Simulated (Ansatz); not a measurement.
```
YN
1.0
    3.42765     0.00000     0.00000
    0.00000     3.42765     0.00000
    1.71382    -1.71382     2.43014
N Y
1 1
Direct
  0.00000   0.00000   0.00000
  0.50000   0.50000   0.00000
```

No spin polarisation.

A single point on YN with a change (biaxial strain −0.18 %, plane normal [001], relaxed out of plane), its geometry relaxed with PBEsol.

Computed with Ansatz (a program for electronic structure) r2SCAN, spin-orbit coupling left out. Settings: 12×12×12 k-points, 0.05 eV Fermi–Dirac smearing.

**Question.** Predict the smallest direct gap, band gap and electron mass.

**Answer.** 
* **Smallest direct gap**: 0.91 eV
* **Band gap**: 0.53 eV
* **Electron mass**: 1.3 mₑ along k, 0.14 mₑ across (at X)

Single points use the geometry relaxed with PBEsol. Effective masses come from finite differences of ±0.01 Å⁻¹. Along k means along the line from Γ to the band edge. Stability against distortions was not tested. The cell was made from YN in the rock salt structure (space group Fm-3m, No. 225) by this change: biaxial strain −0.18 %, plane normal [001], relaxed out of plane.
